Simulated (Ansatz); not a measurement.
The reference is ZnCu in the CsCl type structure (space group Pm-3m, No. 221).

```xyz
2
Lattice="2.9188 0.0000 0.0000 0.0000 2.9188 0.0000 0.0000 0.0000 2.9188" Properties=species:S:1:pos:R:3 pbc="T T T"
Zn     0.0000     0.0000     0.0000
Cu     1.4594     1.4594     1.4594
```

Cartesian axes are those of the cell as printed.

Calculations: Ansatz (a first-principles code), r2SCAN, PAW, cutoff 500 eV, no spin-orbit coupling.

The change: a free-standing slab of 4 layers (8 atoms, 2 a layer) is cut normal to [110], with 15 Å of vacuum and the in-plane cell held at bulk.

Problem. How does this affect the change of the spacing d12 from its bulk value of 2.064 Å and excess energy per area of both faces?

Solution. The change of the spacing d12 from its bulk value of 2.064 Å amounts to +0.7 %; the excess energy per area of both faces (slab less bulk energy over the cell's area: twice a surface energy) amounts to 2.7 J/m² (uncertain by up to 0.1 J/m²).

The excess energy carries the mismatch between the slab's and the bulk's meshes. Stability against distortions was not tested. The final runs are not spin-polarised.
